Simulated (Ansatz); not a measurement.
Hypothetical P6_3/mmc PbI2, response to strain

Take PbI2 in the 2H-MoS2 type structure (space group P6_3/mmc, No. 194; a hypothetical phase, not in the database extracts checked) as the base.

```
CELL_PARAMETERS angstrom
      4.39665     0.00000     0.00000
     -2.19832     3.80761     0.00000
      0.00000     0.00000    14.84673
ATOMIC_POSITIONS crystal
  Pb 0.33333 0.66667 0.75000
  Pb 0.66667 0.33333 0.25000
  I  0.33333 0.66667 0.11211
  I  0.66667 0.33333 0.61211
  I  0.66667 0.33333 0.88789
  I  0.33333 0.66667 0.38789
```

Cartesian axes are those of the cell as printed.

Strains are applied to the cell and any free atomic positions relax; under biaxial strain the out-of-plane vector relaxes too.

Method: Ansatz (a quantum-chemistry and plane-wave program), PBE-D3(BJ), PAW, cutoff 420 eV, without spin-orbit coupling.

Notes on the quantities. pressure: mean of the normal stresses, compression positive.

```csv
variant,volume per atom,band gap,space group,pressure
base,41.42 Å³,1.98 eV,P6_3/mmc (No. 194),0.00 GPa
"biaxial strain +1.44 %, plane normal [001], relaxed out of plane",42.22 Å³,2.16 eV,P6_3/mmc (No. 194),-0.31 GPa
isotropic strain −0.67 %,40.60 Å³,[?],P6_3/mmc (No. 194),0.30 GPa
uniaxial strain ε_xx = +5.57 %,43.73 Å³,[?],Cmcm (No. 63),-0.75 GPa
```

Question: Complete the table.

Answer: 
- isotropic strain −0.67 %, band gap: 1.84 eV
- uniaxial strain ε_xx = +5.57 %, band gap: 2.24 eV

With I and Pb present, leaving out spin-orbit coupling can change the band edges. Whether these cells are dynamically stable was not tested.
